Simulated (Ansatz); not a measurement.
Given:

```
CELL_PARAMETERS angstrom
      0.00000     2.87831     2.92148
      2.87831     0.00000     2.92148
      2.87831     2.87831     0.00000
ATOMIC_POSITIONS crystal
  Cd 0.00000 0.00000 0.00000
  S  0.25000 0.25000 0.25000
```

No spin polarisation.

All numbers come from LDA, PAW, 420 eV (Ansatz, a quantum-chemistry and plane-wave program; no spin-orbit coupling). Γ-centred 10×10×10 mesh, Fermi–Dirac width 0.05 eV.

Question: Estimate the gap character.

Answer: Direct at Γ.

Question: What valence-band top at Γ (three highest levels, from the VBM) does the calculation give?

Answer: 0.00, 0.00, -0.05 eV.

The cells carry an imposed strain or load. No phonon test of stability was made. The cell was made from CdS in the zinc blende structure (space group F-43m, No. 216) by this change: uniaxial strain ε_zz = +1.50 %.
